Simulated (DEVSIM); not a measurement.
System: abrupt GaAs p-n junction, at 300 K.

Layer 1 from the left is GaAs, thickness (μm) 0.0420, Na (cm⁻³) 8.5e16, τn (s) 1.1e-8, τp (s) 1.1e-8. Layer 2 from the left is GaAs, thickness (μm) 10.0, Nd (cm⁻³) 7.1e16, τn (s) 1.1e-8, τp (s) 1.1e-8.

Left contact: ohmic. Right contact: ohmic. Voltage is applied to the left contact. Recombination: SRH at mid-gap, radiative. Mobility is μmin + (μ − μmin)/(1 + (N/Nref)^α).

The device is made up for the run: typed textbook-type constants, with dimensions and the other settings drawn at random. Values at 300 K.

GaAs: gap (eV) 1.424, affinity (eV) 4.07, permittivity 12.9, Nc (cm⁻³) 4.7e17, Nv (cm⁻³) 9e18, μn (cm²/Vs) 8500, μp (cm²/Vs) 400, μn,min 500, μp,min 20, Nref,n 6e16, Nref,p 1.5e17, αn 0.39, αp 0.38, B (cm³/s) 2e-10.

DEVSIM, 1D drift-diffusion, Boltzmann statistics, complete ionisation; no tunnelling, impact ionisation, image-force lowering or self-heating.

**Question.** What does the simulation give for the largest field in the device at zero bias, the potential step across the device at zero bias, the dark forward voltage at 1 A/cm², the dark forward voltage at 100 A/cm²?

**Answer.** largest field in the device at zero bias 130000 V/cm; potential step across the device at zero bias 1.255 V; dark forward voltage at 1 A/cm² 0.891 V; dark forward voltage at 100 A/cm² 1.023 V.
